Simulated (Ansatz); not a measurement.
ceria (0 0 1) on silicon (0 0 1) (film strained to the substrate, faces as cut)

A periodic stack without vacuum, ceria (0 0 1) on silicon (0 0 1) (film strained to the substrate, faces as cut): substrate slab Si12, film Ce6O10, surface cells [[1, 0], [1, 1]] and [[1, 0], [1, 1]], film strained by +0.1 and +0.1 %, faces Si/Si and Ce/Ce as cut (like faces can put a slab off its formula).

The start was prepared with a machine-learned potential, and the result is one local minimum, with the in-plane cell held and forces under 0.04 eV/Å; the film can end far from its bulk form.

Method: PBE (plane waves to 420 eV, PAW; Ansatz, an electronic-structure program). No spin–orbit coupling; PBE gaps are too small against experiment; cerium has no Hubbard term. Its k-point mesh 6×6×1, Fermi–Dirac width 0.05 eV.

The interface area is 15.0 Å² and the period is 32.16 Å. The gaps between the outermost planes at the two interfaces is 1.82 and 1.82 Å and the Ce–Si contacts across the interfaces within 1.22 times the sum of covalent radii comes out as 12, mean 3.44 Å. The spin-polarised check at this geometry comes out as keeps a moment, energy -0.01 eV.

```yaml
crystal:
  lattice:
    - [3.86573, 0.00234, 0.13059]
    - [0.00183, 3.86588, -0.12965]
    - [0.79304, -2.72437, 32.31713]
  atoms:
    - { symbol: Si, position: [0.99921, 0.84587, 0.06872] }
    - { symbol: Si, position: [0.52005, 0.80276, 0.02576] }
    - { symbol: Si, position: [0.45674, 0.43064, 0.15405] }
    - { symbol: Si, position: [0.97749, 0.38825, 0.11166] }
    - { symbol: Si, position: [0.91463, 0.01511, 0.23910] }
    - { symbol: Si, position: [0.43546, 0.97267, 0.19662] }
    - { symbol: Si, position: [0.37210, 0.59944, 0.32408] }
    - { symbol: Si, position: [0.89296, 0.55710, 0.28160] }
    - { symbol: Si, position: [0.82928, 0.18393, 0.40904] }
    - { symbol: Si, position: [0.35015, 0.14151, 0.36665] }
    - { symbol: Si, position: [0.28573, 0.77073, 0.49495] }
    - { symbol: Si, position: [0.80715, 0.72636, 0.45199] }
    - { symbol: Ce, position: [0.21519, 0.91206, 0.63416] }
    - { symbol: Ce, position: [0.75658, 0.33029, 0.55164] }
    - { symbol: Ce, position: [0.13053, 0.07970, 0.80249] }
    - { symbol: Ce, position: [0.67265, 0.49585, 0.71827] }
    - { symbol: Ce, position: [0.04879, 0.24511, 0.96910] }
    - { symbol: Ce, position: [0.58908, 0.66333, 0.88659] }
    - { symbol: O, position: [0.73900, 0.86524, 0.58727] }
    - { symbol: O, position: [0.23845, 0.36669, 0.58876] }
    - { symbol: O, position: [0.65161, 0.03739, 0.76005] }
    - { symbol: O, position: [0.15146, 0.53818, 0.76069] }
    - { symbol: O, position: [0.19453, 0.45246, 0.67486] }
    - { symbol: O, position: [0.69509, 0.95179, 0.67404] }
    - { symbol: O, position: [0.56668, 0.20848, 0.93200] }
    - { symbol: O, position: [0.06600, 0.70996, 0.93347] }
    - { symbol: O, position: [0.10853, 0.62370, 0.84671] }
    - { symbol: O, position: [0.60907, 0.12301, 0.84589] }
```
